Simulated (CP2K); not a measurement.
**How far to go with shifted k-point meshes: InSe (Cm, 4 atoms in the cell)**

```xyz
4
Lattice="6.2090 0.0000 0.0000 4.8355 3.8948 0.0000 -1.6333 -0.5760 4.7952" Properties=species:S:1:pos:R:3 pbc="T T T"
In    -0.3220    -0.1136     4.6206
In     9.7332     3.4324     0.2246
Se     3.2042     1.1299     1.5874
Se     6.2070     2.1889     3.2078
```

Level of theory: PBEsol, GPW, DZVP-MOLOPT-PBE-GTH basis, GTH-PBE potentials (POTENTIAL_UZH) (CP2K).

Base settings: CUTOFF = 500 Ry; REL_CUTOFF = 50 Ry; KPOINTS/SCHEME = MONKHORST-PACK 3 3 3; XC_FUNCTIONAL = PBE:PBESOL; In/BASIS_SET = DZVP-MOLOPT-PBE-GTH-q13; In/POTENTIAL = GTH-PBE-q13; Se/BASIS_SET = DZVP-MOLOPT-PBE-GTH-q6; Se/POTENTIAL = GTH-PBE-q6; METHOD = GPW; EPS_DEFAULT = 1e-10.

Shifted meshes do not hold Γ, so a gap read on them misses any band edge there.

Only quantities that move along the ladder and can be compared are tabulated.

The starting cell comes from a database of computed structures (which also holds hypothetical and non-ambient phases and stackings), without a prior relaxation at this level. Its lattice was rescaled by up to half a per cent. One atom was moved a little off its site on purpose. Values carry the incompleteness of an atom-centred basis. The potentials were made for another functional than the one used.

| KPOINTS/SCHEME | free energy less the last step's (meV/atom) | pressure (GPa) | largest difference of a force vector from the last step's (eV/Å) | gap on the mesh (eV) |
|---|---|---|---|---|
| MACDONALD 2 2 1 0 0 0.5 | -90.61 | -2.10 | 0.712 | 2.032 |
| MONKHORST-PACK 2 2 2 | 61.32 | -0.50 | 0.408 | 1.622 |
| MACDONALD 3 3 2 0.1666666667 0.1666666667 0 | 18.42 | -0.66 | 0.084 | 1.774 |
| MACDONALD 3 3 3 0.1666666667 0.1666666667 0.1666666667 | 13.94 | -0.78 | 0.086 | 1.467 |
| MACDONALD 4 4 3 0 0 0.1666666667 | 3.16 | -0.94 | 0.023 | 1.236 |
| MACDONALD 5 5 4 0.1 0.1 0 | 0.81 | -0.93 | 0.005 | 1.293 |
| MACDONALD 6 6 5 0 0 0.1 | 0.35 | -0.94 | 0.002 | 1.144 |
| MACDONALD 8 8 7 0 0 0.07142857143 | 0.04 | -0.95 | 0.000 | 1.094 |
| MONKHORST-PACK 10 10 8 | 0.00 | -0.95 | 0.000 | 1.108 |
| MONKHORST-PACK 12 12 10 | 0.00 | -0.95 | 0.000 | 1.066 |

Coarsest KPOINTS/SCHEME that holds the free energy within 2 meV/atom of the last step, with all finer ones: MACDONALD 5 5 4 0.1 0.1 0; the step before is off by 3.2 meV/atom.

Coarsest KPOINTS/SCHEME that holds the forces within 0.01 eV/Å of the last step, with all finer ones: MACDONALD 5 5 4 0.1 0.1 0; the step before is off by 0.023 eV/Å.

The gap on the mesh jumps up and down from mesh to mesh; it is no smooth measure of convergence.
